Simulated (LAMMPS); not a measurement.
LAMMPS 22 Jul 2025, classical MD, Tersoff (Si.tersoff): Si, 1728 atoms.

| Item | Value |
|---|---|
| task | MD, nve |
| potential | Tersoff, Si.tersoff |
| copies of the repeat unit | 6×6×6 |
| shape (slab and sphere leave vacuum in the box) | bulk |
| neighbor skin | 2 Å |
| neigh_modify | every 1 delay 0 check yes |
| newton | on (default) |
| atom_modify sort (bins of 2 Å where set) | 1000 (default) |
| comm_style | brick (default) |
| box | 32.6 × 32.6 × 32.6 Å |
| start | generated diamond lattice, warmed in an untimed run |

All runs start from one configuration, warmed at this fixed volume for 1000 steps under a thermostat at 1200 K. The run at the shortest step has a mean temperature of 1190 K and a mean pressure of -0.1 GPa.

Each run covers about 2.0 ps at constant energy (mean temperature 1190 K at the shortest step); σ is the standard deviation over the printed steps. Single runs; times are not shown.

Steps tried: 0.5 fs, 1 fs, 2 fs, 2.5 fs, 4 fs, 5 fs, 8 fs, 10 fs, 16 fs, 20 fs, 32 fs.

Question: Choose the longest time step that keeps σ(total energy)/σ(kinetic energy) under 5 %.

Answer: 4 fs. The run fails or blows up at 10 fs, 16 fs, 20 fs, 32 fs.

| time step | σ(E total)/σ(E kinetic) | last minus first total energy (meV/atom) | mean temperature (K) |
|---|---|---|---|
| 0.5 fs | 0.00047 | under 0.001 | 1190 |
| 1 fs | 0.0020 | −0.015 | 1190 |
| 2 fs | 0.0073 | −0.011 | 1190 |
| 2.5 fs | 0.011 | −0.028 | 1190 |
| 4 fs | 0.031 | +0.058 | 1180 |
| 5 fs | 0.078 | +0.36 | 1180 |
| 8 fs | 1.4 | +17 | 1180 |
| 10 fs | stops: Lost atoms | — | — |
| 16 fs | stops: Lost atoms | — | — |
| 20 fs | stops: Lost atoms | — | — |
| 32 fs | stops: Lost atoms | — | — |

The bar is a choice.
